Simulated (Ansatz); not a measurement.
Consider interstitial O in zinc-blende GaN, neutral cell. The step: a concerted move, in which N travels most (a rearrangement that moves the defect's centre by under 1 Å); the atom moves 0.87 Å along (-0.14, 0.00, 0.14) of the unit cell; the moving atom starts with neighbours Ga at 1.92, Ga at 1.96, Ga at 1.97; O at 1.47 Å and ends with Ga at 1.92, Ga at 1.96, Ga at 1.97; O at 1.47 Å. A PBE band in Ansatz (plane-wave PAW, one k-point at (0.250, 0.250, 0.250), 64 host sites, 42 SCF runs with any check of the saddle's order, static, no finite-size correction) gives a forward barrier of 0.35 eV. The saddle point's order was not checked, and it lies on a symmetry element of the cell, where a band can be held. The host's phase is taken as given; its stability against other phases was not computed. The charge state is imposed; whether it is stable for some Fermi level was not computed. Sites that were not tried may lie lower.

Single points at the band's start and saddle point can refine it. Rough cost of one point, in units of the band's mean SCF on the same machine:

```csv
Level,Cost of one point
"PBE, a 2×2×2 k-point mesh shifted by half a step",about 4
"r2SCAN at 500 eV, one k-point at (0.250, 0.250, 0.250)",about 3
```

Question: Which of these move the barrier by more than 0.1 eV, and how far does each move it?

Answer: Not one does. PBE, a 2×2×2 k-point mesh shifted by half a step: -0.06 eV; r2SCAN at 500 eV, one k-point at (0.250, 0.250, 0.250): -0.07 eV. Each functional is compared with PBE at the same k-points.

Ansatz is a first-principles code.
